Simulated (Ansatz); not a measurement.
Ansatz (a program for electronic structure) run on NaTl (R3m, 4 atoms in the cell): self-consistent single point.

Method of the run: LDA (PW92), default PAW files made with PBE (plane waves; Ansatz).

The change in words: lattice scaled by 0.98; kpoints.mp_grid.grid: 8 8 8 → 23 23 23. Reference geometry:
```xyz
4
Lattice="0.0000 3.7506 3.7506 3.7506 0.0000 3.7506 3.7506 3.7506 0.0000" Properties=species:S:1:pos:R:3 pbc="T T T"
Na     3.7794     3.7794     3.7794
Na     5.6259     5.6259     5.6259
Tl     0.0000     0.0000     0.0000
Tl     1.8753     1.8753     1.8753
```

Reference input (self-consistent single point, DFT, LDA (PW92), plane waves, default PAW files made with PBE): basis.ecutwfc = 420 eV; kpoints.mp_grid.grid = 8 8 8; hamiltonian.xc = lda; hamiltonian.pseudopotentials = {kind: paw} (the program's default PAW files); scf.occupations.method = gaussian; scf.occupations.width = 0.1 eV. This run's input differs from it in these lines:

Ansatz 0.2 input:
```diff
@@ -3,10 +3,10 @@
   lattice:
-    - [0.000000, 3.750568, 3.750568]
-    - [3.750568, 0.000000, 3.750568]
-    - [3.750568, 3.750568, 0.000000]
+    - [0.000000, 3.675557, 3.675557]
+    - [3.675557, 0.000000, 3.675557]
+    - [3.675557, 3.675557, 0.000000]
   atoms:
-    - { symbol: Na, position_ang: [3.779432, 3.779432, 3.779432] }
-    - { symbol: Na, position_ang: [5.625852, 5.625852, 5.625852] }
+    - { symbol: Na, position_ang: [3.703844, 3.703844, 3.703844] }
+    - { symbol: Na, position_ang: [5.513336, 5.513336, 5.513336] }
     - { symbol: Tl, position_ang: [0.000000, 0.000000, 0.000000] }
-    - { symbol: Tl, position_ang: [1.875284, 1.875284, 1.875284] }
+    - { symbol: Tl, position_ang: [1.837778, 1.837778, 1.837778] }
 basis:
@@ -14,3 +14,3 @@
 kpoints:
-  mp_grid: { grid: [8, 8, 8] }
+  mp_grid: { grid: [23, 23, 23] }
 hamiltonian:
```

Output, abridged:

```
SCF iter   1: F=—  HF=-25227.092695 eV  |F-HF|=—  |Δ(HF+E_count)|=         —  Δρ=6.39e-3  dr2=2.08e-2  ethr=1.77e-3  ⟨swp⟩=5.8  Hψ=127297  notcnv=0
all-band conjugate gradients solve this SCF's bands
preconditioner: auto → Kerker (q_TF=auto, 2.382 Å⁻¹)
SCF iter   2: F=—  HF=-25227.076814 eV  |F-HF|=—  |Δ(HF+E_count)|=   1.59e-2  Δρ=2.00e-3  dr2=2.47e-3  ethr=4.73e-5  ⟨swp⟩=3.0  Hψ=64921  notcnv=0
SCF iter   3: F=—  HF=-25227.075975 eV  |F-HF|=—  |Δ(HF+E_count)|=   8.39e-4  Δρ=4.24e-4  dr2=1.30e-4  ethr=5.62e-6  ⟨swp⟩=2.1  Hψ=49243  notcnv=0
SCF iter   4: F=—  HF=-25227.076017 eV  |F-HF|=—  |Δ(HF+E_count)|=   4.23e-5  Δρ=8.77e-5  dr2=8.70e-6  ethr=2.96e-7  ⟨swp⟩=2.0  Hψ=46822  notcnv=0
SCF iter   5: F=—  HF=-25227.076019 eV  |F-HF|=—  |Δ(HF+E_count)|=   1.16e-6  Δρ=2.18e-5  dr2=1.26e-6  ethr=1.98e-8  ⟨swp⟩=2.5  Hψ=47044  notcnv=0
SCF iter   6: F=—  HF=-25227.076018 eV  |F-HF|=—  |Δ(HF+E_count)|=   3.24e-7  Δρ=8.99e-6  dr2=1.67e-7  ethr=2.86e-9  ⟨swp⟩=2.1  Hψ=36698  notcnv=0
SCF iter   7: F=-25227.076018 eV  HF=-25227.076018 eV  |F-HF|=5.14e-9  |Δ(HF+E_count)|=   7.80e-8  Δρ=2.51e-6  dr2=8.90e-9  ethr=2.27e-10  ⟨swp⟩=5.9  Hψ=108797  notcnv=0
SCF 1 converged in 7 iterations: F = -25227.076018 eV  dr2 = 8.90e-9
Free energy (F): -25227.076018 eV
Internal energy: -25227.069701 eV  (E = F + TS)
E sigma→0 (E₀):  -25227.072859 eV
Entropy (-TS):   -0.006318 eV (-1.579 meV/atom)
Fermi energy:    7.950344 eV
--- Forces (eV/Å), atoms counted from 1 ---
  atom   1  Na    -0.04242301    -0.04242301    -0.04242301
  atom   2  Na     0.01718604     0.01718604     0.01718604
  atom   3  Tl     0.00420648     0.00420648     0.00420648
  atom   4  Tl     0.02102887     0.02102887     0.02102887
--- Stress (GPa, compression-positive) ---
       -0.381301       0.006341       0.006341
        0.006341      -0.381301       0.006341
        0.006341       0.006341      -0.381301
  P = ⅓ Tr σ = -0.3813 GPa (-3.813 kbar)
  The stress holds the Pulay correction. Without it, at fixed plane waves, as pw.x and ABINIT print it: P = -0.4041 GPa
```

The run converged in 7 iterations. Against the reference run the free energy goes down by 10.4 meV/atom, the pressure goes from -1.66 to -0.38 GPa and the largest force goes from 0.062 to 0.073 eV/Å.

The starting cell comes from a database of computed structures (which also holds hypothetical and non-ambient phases and stackings), without a prior relaxation at this level. Its lattice was rescaled by up to half a per cent. One atom was moved a little off its site on purpose. For this run, on top of that: lattice scaled by 0.98. Ansatz's pressure includes its estimate of the finite-basis (Pulay) stress.

Cost on one core of a shared machine: roughly 4 min.
